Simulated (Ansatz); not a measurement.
A thermal frame of Li(100) slab, cut from bcc Li, cell Li54, with vacuum along z, from MD with PBE at 300 K. Calculation: r2SCAN (plane waves, PAW; Ansatz, an electronic-structure program).

- plane-wave cutoff = 500 eV
- k-points = 2x2x1 mesh shifted by half a step in the plane
- Fermi-Dirac width = 0.086 eV
- spin = not polarised; no spin-orbit coupling

A check of the k-sampling: on the last frame of the same run a denser mesh moved the PBE forces by 0.008 eV/Å rms and the free energy by -3 meV/atom.

```xyz
54
Lattice="10.4671 0.0000 0.0000 0.0000 10.4671 0.0000 0.0000 0.0000 20.7226" Properties=species:S:1:pos:R:3 pbc="T T T"
Li    -0.8838    -0.4847     5.9087
Li     1.0259     1.3854     8.0014
Li    -1.0816    -0.2862     9.2961
Li     1.0067     1.0647    11.0819
Li    -0.8288    -0.5629    13.2814
Li     0.6643     1.5044    14.7228
Li    -0.6682     2.8199     6.5858
Li     0.9393     4.5047     8.2618
Li    -0.9148     2.8051     9.6311
Li     0.8801     4.7591    11.1792
Li    -0.8451     3.5029    12.7486
Li     1.1272     4.6703    15.0166
Li    -1.4153     6.3401     6.1319
Li     1.0233     7.8334     8.0933
Li    -0.5624     6.5125     9.9412
Li     1.1774     8.2094    11.4740
Li    -1.0117     6.3480    13.2424
Li     0.9906     8.2862    14.8527
Li     2.3115    -0.5816     6.1551
Li     3.9911     1.5669     7.7976
Li     2.7420    -0.6525     9.1624
Li     4.5648     1.0218    11.1469
Li     2.7823    -0.2059    13.1927
Li     4.6506     1.5332    14.8517
Li     2.6347     3.1648     5.8267
Li     4.4368     4.7700     7.7134
Li     2.9489     2.8393     9.8455
Li     4.4717     4.6713    11.2135
Li     2.5067     2.7800    12.6562
Li     4.2106     4.8962    15.1236
Li     1.9160     6.3340     5.8025
Li     3.9606     8.0602     7.6265
Li     2.5755     6.3025     9.5156
Li     4.1349     8.1145    11.3379
Li     2.6681     6.3034    12.9562
Li     4.2230     8.2114    14.9578
Li     5.3415    -0.5648     6.4074
Li     7.3124     1.2708     8.1458
Li     5.7910    -0.9624     9.5555
Li     7.6283     1.1802    11.4281
Li     5.9721    -0.4804    12.9081
Li     7.9234     1.5700    14.6092
Li     6.4543     2.9921     5.7514
Li     7.3841     4.5078     8.2450
Li     5.8879     2.7186     9.6396
Li     7.5218     4.8072    11.3576
Li     6.1093     3.0777    12.9299
Li     7.7271     4.8813    15.0886
Li     6.0999     6.4299     5.9717
Li     7.6578     8.3352     7.8177
Li     5.9579     6.6082     9.7902
Li     7.9098     8.2634    11.1917
Li     6.1454     6.8523    13.3012
Li     7.9185     8.3295    15.1416
```

Question: Give the forces on atoms 8, 17, 35, 51, 52, 54 (eV/Å).

Answer: 
| atom | Fx Fy Fz |
|---|---|
| Li8 | 0.104 0.036 -0.336 |
| Li17 | 0.151 0.277 -0.113 |
| Li35 | -0.035 -0.113 0.184 |
| Li51 | -0.053 -0.008 -0.260 |
| Li52 | 0.056 0.081 0.142 |
| Li54 | -0.056 0.090 0.031 |
